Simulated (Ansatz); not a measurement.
Consider La₂PI₂ (space group P-3m1, No. 164; a = 4.322 Å, c = 10.912 Å; a cell from a computed database, its experimental status unchecked; layered, stacked along the Cartesian z axis). Axes: x lies along a and z along c of the hexagonal cell.

The values are results of r2SCAN+rVV10/PAW in Ansatz (a program for electronic structure), scalar-relativistic without spin-orbit coupling, not measurements.

For the base:

| Property | Result |
|---|---|
| Pressure | 0.0 GPa |
| Shortest interatomic distance | 2.972 Å |

Perturbation: biaxial strain −0.80 %, plane normal [001], relaxed out of plane (Cartesian); in-plane vectors clamped, the third vector and the atoms free.

How does this affect the pressure and shortest interatomic distance?

The pressure (mean of the normal stresses, compression positive) goes from zero to 0.4 GPa; the shortest interatomic distance shrinks by 0.0102 Å, from 2.972 Å to 2.961 Å.

Whether these cells are dynamically stable was not tested. All final runs are without spin polarisation. An odd electron count without spin: La2PI2.
